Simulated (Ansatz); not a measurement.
Abridged Ansatz (a first-principles code) output:

```
Relaxation: its limit of steps is 50 (relax.max_steps)
Pseudopotential: Ti, paw, valence charge 12
Crystal: 2 atoms, lattice volume = 35.949 Å³
Basis set: ecut = 500 eV, 929 PW (Γ), exchange–correlation on 96×96×144 points (64 copies of the dense FFT grid, shifted against one another)
Bands: 16, of which v1, the nominal top of the filled ones, is band 12 counted from 1 (11 counted from 0)
Symmetry: 24 space group operations
k-points: 392 of 6877
Functional: x = r2scan, c = r2scan; τ floored in thin density (d = 2e-4 eV/Å³)
SCF iter   1: F=—  HF=-5008.708284 eV  |F-HF|=—  |Δ(HF+E_count)|=         —  Δρ=1.70e-2  dr2=9.61e-2  dr2_τ=1.38e-2  ethr=1.77e-3  ⟨swp⟩=4.3  Hψ=60659  notcnv=0
SCF iter   2: F=—  HF=-5008.740540 eV  |F-HF|=—  |Δ(HF+E_count)|=   3.23e-2  Δρ=5.72e-3  dr2=1.10e-2  dr2_τ=8.76e-4  ethr=4.00e-4  ⟨swp⟩=3.0  Hψ=17727  notcnv=0  defer=89
SCF 1 converged in 6 iterations: F = -5008.741112 eV  dr2 = 8.16e-9
relax step   1: F+E_penalty+E_count = -5008.74111248 eV  Δ(F+E_penalty+E_count) = +0.000e0 eV  max|allowed force component| = 7.401e-17 eV/Å  Δτ_max = 0.0000 Å  P = -4.022 GPa  Ω = 35.949 Å³  fix = [a, b, gamma]  reactions: a -5.430, b -5.430 GPa  (6 SCF iters, dr2 threshold 1.00e-7 eV, accepted)
[... steps on the carried basis left out ...]
relax step   5: F+E_penalty+E_count = -5008.74201292 eV  Δ(F+E_penalty+E_count) = -1.225e-6 eV  max|allowed force component| = 1.480e-16 eV/Å  Δτ_max = 0.0000 Å  P = -3.324 GPa  Ω = 35.710 Å³  energy of the carried Pulay correction = +1.156e-6 eV  fix = [a, b, gamma]  reactions: a -4.986, b -4.986 GPa  (4 SCF iters, dr2 threshold 2.84e-10 eV, accepted)
Crystal: 2 atoms, lattice volume = 35.710 Å³
SCF iter   1: F=—  HF=-5008.742012 eV  |F-HF|=—  |Δ(HF+E_count)|=         —  Δρ=6.70e-7  dr2=1.47e-10  dr2_τ=2.12e-11  ethr=1.27e-10  ⟨swp⟩=3.1  Hψ=56459  notcnv=0
SCF iter   2: F=—  HF=-5008.742012 eV  |F-HF|=—  |Δ(HF+E_count)|=  1.73e-11  Δρ=2.64e-7  dr2=1.66e-11  dr2_τ=3.39e-12  ethr=6.12e-13 (applied; sched 1.00e-12)  ⟨swp⟩=3.0  Hψ=13780  notcnv=0
SCF 6 converged in 4 iterations: F = -5008.742012 eV  dr2 = 6.12e-14
SCF converged after 4 iterations
Free energy (F): -5008.742012 eV
Internal energy: -5008.675413 eV  (E = F + TS)
E sigma→0 (E₀):  -5008.708712 eV
Entropy (-TS):   -0.066598 eV (-33.299 meV/atom)
Fermi energy:    12.981040 eV
--- Forces (eV/Å), atoms counted from 1 ---
  atom   1  Ti     0.00000000     0.00000000    -0.00000000
  atom   2  Ti    -0.00000000    -0.00000000     0.00000000
--- Stress (GPa, compression-positive) ---
       -4.985907       0.000000       0.000000
        0.000000      -4.985907      -0.000000
        0.000000      -0.000000      -0.000074
  P = ⅓ Tr σ = -3.3240 GPa (-33.240 kbar)
--- Relaxed structure (4 steps of the walk, 4 accepted, 2 SCFs on fresh bases) ---
  cell:  # Å, volume = 35.7101 Å³
    - [3.0098003694960798, 2.8867564949445338e-11, 0.0]
    - [1.5049001847230399, 2.606563580317829, 0.0]
    - [0.0, 0.0, 4.551817228146193]
  atoms:
    - { symbol: Ti, position: [0.6666666666666665, 0.6666666666666665, 0.7500000000000001] }
    - { symbol: Ti, position: [0.33333333333333326, 0.33333333333333326, 0.25] }
```

Q: What was computed, and what are the main results?

A: Ti, 2 atoms in the cell, with r2SCAN in Ansatz (plane waves to 500 eV, PAW, spin-orbit coupling left out). The last SCF converged to F = -5008.742012 eV, or -2504.3710 eV per atom, at a pressure of -3.32 GPa. The total energy compares only with runs of the same code, potentials and settings.

The cells carry an imposed strain or load. Stability against distortions was not tested. All final runs are without spin polarisation. The cell was made from Ti in the hcp (Mg type) structure (space group P6_3/mmc, No. 194) by this change: biaxial strain +2.50 %, plane normal [001], relaxed out of plane.

Keys are those of Ansatz 0.2.
